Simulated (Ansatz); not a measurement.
# Ge: energy against strain

Ge (diamond, Fd-3m, 22.860 Å³/atom at rest) under an equal strain ε in the (111) plane with the normal axis free, as in a coherent film. PBEsol in Ansatz, a plane-wave DFT program (PAW, default set), 420 eV, 14×14×14 Γ-centred mesh, Fermi-Dirac smearing 0.05 eV; ions are relaxed within the symmetry of each cell.

Here s stands for strain and y for E less E0.

| strain (%) | E less E0 (meV/atom) |
|---|---|
| -2.50 | ? |
| -1.25 | 3.72 |
| -0.83 | 1.61 |
| -0.42 | 0.40 |
| 0.00 | 0.00 |
| 0.42 | 0.42 |
| 0.83 | 1.57 |
| 1.25 | 3.48 |

The 7 complete rows are fitted with a parabola, y against s. Least squares gives y = 0.003 - 0.0669·s + 2.3025·s². Residuals (row less fit): 0.036, -0.035, -0.037, -0.003, 0.039, 0.036, -0.037; standard error 0.045 (degrees of freedom: 4). Twice the quadratic coefficient over the volume, 2 × 2.3025 meV × 10⁴ × 0.1602 / 22.860 Å³, is twice the biaxial elastic modulus of this plane = 323 ± 4 GPa.

Problem. Predict the withheld y at s = -2.50 from the fit, and compare with the calculation.

Solution. y = 0.003 - 0.0669 × (-2.50) + 2.3025 × (-2.50)² = 14.561 meV/atom. The calculation gives 15.47 meV/atom, 0.909 meV/atom above the prediction (5.9 % of the range of y in the table). The row lies outside the fitted rows, so this is an extrapolation. From the scatter of the fitted rows alone, a prediction at this place has a standard error of 0.172 meV/atom, so the miss is 5.3 times that.

One order more, fitted to all 13 runs of the series, follows each within 0.02, so the miss is the next term of a smooth law. This level leaves no gap over 0.05 eV at strain -2.50, -1.25, -0.83, -0.42, 0.00, 0.42, 0.83, 1.25, where the mesh may be coarse. Rows are the converged runs of the series near zero and its far end; series whose fitted rows scatter by over a few per cent of the range, as at a crossing or softening among them, aren't shown in this form. Most that stay on the fit to the last digits aren't either.
